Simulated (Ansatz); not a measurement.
Si (P6₃/mmc, No. 194, 4 atoms in the cell; start mp-165; another form than the element's usual one), treated with HSE06 (plane waves, PAW; Ansatz, an electronic-structure program).

From the output:

```
WARN output.stress: scf.exx.energy_threshold = 1e-6 eV is looser than the 4e-8 eV advised for a stress under a hybrid functional (1e-8 eV for each atom of the …
Crystal: 4 atoms, lattice volume = 80.115 Å³
Basis set: ecut = 460 eV, 1787 PW (Γ), exchange–correlation on 54×54×90 points (8 copies of the dense FFT grid, shifted against one another)
Bands: 12, of which v1, the nominal top of the filled ones, is band 8 counted from 1 (7 counted from 0)
Symmetry: 24 space group operations
Space group: P63/mmc (ITA 194), of the structure as read, at distance tolerance 4.3e-5 Å
k-points: 36 of 324
Initial density: superposition of atomic densities (chi_scale 0.1, normalization cell)
SCF iter   1: F=—  HF=-2543.516827 eV  |F-HF|=—  |Δ(HF+E_count)|=         —  Δρ=4.62e-2  dr2=1.55e0
SCF iter   2: F=—  HF=-2543.221043 eV  |F-HF|=—  |Δ(HF+E_count)|=   2.96e-1  Δρ=2.08e-2  dr2=2.73e-1
  ...
Crystal: 4 atoms, lattice volume = 80.115 Å³
Initial density: handed on by an earlier stage of this run
Crystal: 4 atoms, lattice volume = 80.115 Å³
SCF iter   3: F=—  HF=-2545.132970 eV  |F-HF|=—  |Δ(HF+E_count)|=   6.11e-9  Δρ=2.94e-6  dr2=2.53e-9
SCF iter   4: F=-2545.132970 eV  HF=-2545.132970 eV  |F-HF|=9.09e-12  |Δ(HF+E_count)|=   1.04e-8  Δρ=2.99e-7  dr2=6.14e-11
SCF 3 converged in 4 iterations: F = -2545.132970 eV  dr2 = 6.14e-11
Free energy (F): -2545.132970 eV
Internal energy: -2545.132970 eV  (E = F + TS)
E sigma→0 (E₀):  -2545.132970 eV
Fermi energy:    6.654453 eV
--- Forces (eV/Å), atoms counted from 1 ---
  atom   1  Si    -0.00000000     0.00000000    -0.00580360
  atom   2  Si    -0.00000000    -0.00000000     0.00580360
  atom   3  Si    -0.00000000    -0.00000000    -0.00580360
  atom   4  Si     0.00000000     0.00000000     0.00580360
--- Stress (GPa, compression-positive) ---
        0.404588       0.000000       0.000000
        0.000000       0.404588       0.000000
        0.000000       0.000000       0.335272
  P = ⅓ Tr σ = 0.3815 GPa (3.815 kbar)
```

Task: Write an input file that could have produced this run (the log leaves some choices open).

Result: Several could match; the one computed here: 
Ansatz 0.2 input:
```yaml
crystal:
  lattice:
    - [3.8246900304, 0.0, 0.0]
    - [-1.9123450152, 3.312278728, 0.0]
    - [0.0, 0.0, 6.3239720539]
  atoms:
    - { symbol: Si, position: [0.3333333333, 0.6666666667, 0.0629989848] }
    - { symbol: Si, position: [0.6666666667, 0.3333333333, 0.9370010152] }
    - { symbol: Si, position: [0.6666666667, 0.3333333333, 0.5629989848] }
    - { symbol: Si, position: [0.3333333333, 0.6666666667, 0.4370010152] }
basis:
  ecutwfc: 460
  ecutrho_ratio: 4
  xc_grid: 2
kpoints:
  mp_grid: { grid: [9, 9, 4] }
  band_path: { path: [[0, 0, 0], [0.5, 0, 0]], npoints: 1 }
hamiltonian:
  xc: hse06
  dispersion: none
  pseudopotentials: { azcp: { folder: ./paw }, kind: paw }
scf:
  occupations: { method: fermi_dirac, width: 0.01 }
  convergence: { dr2_threshold: 0.0000000004 }
output:
  forces: true
  stress: true
  eigenvalues: true
  write_bands: true
```

The PAW data were made under PBE.

Note: cell and atoms aren't relaxed at this level (pressure 0.4 GPa).

A start named mp-… is a Materials Project structure, which need not be a measured phase.
